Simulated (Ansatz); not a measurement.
# A computed series for HfN: pressure series

Base system: HfN in the rock salt structure (space group Fm-3m, No. 225; a = 4.548 Å).

Cell and atoms are relaxed at each pressure.

Computed with PBE (Ansatz, a program for electronic structure), scalar-relativistic without spin-orbit coupling, earlier PAW set.

| P (GPa) | V (Å³/atom) |
|---|---|
| -1.99 | 11.850 |
| -0.99 | 11.804 |
| 0.70 | 11.728 |
| 1.49 | 11.694 |
| 3.00 | 11.629 |
| 5.00 | 11.546 |
| 7.50 | 11.447 |
| 10.00 | 11.352 |

Problem. Fit a third-order Birch–Murnaghan equation of state.

Solution. Least squares on P(V) = (3B₀/2)[(V₀/V)^(7/3) − (V₀/V)^(5/3)]·[1 + (3/4)(B₀′ − 4)((V₀/V)^(2/3) − 1)] gives V₀ = 11.76 Å³/atom, B₀ = 263 GPa and B₀′ = 4.3.

Load acts through the strain it causes; cell and atoms are relaxed under it. Stability against distortions was not tested. No other phases were tried under pressure. The final runs are not spin-polarised. An odd electron count without spin: HfN.
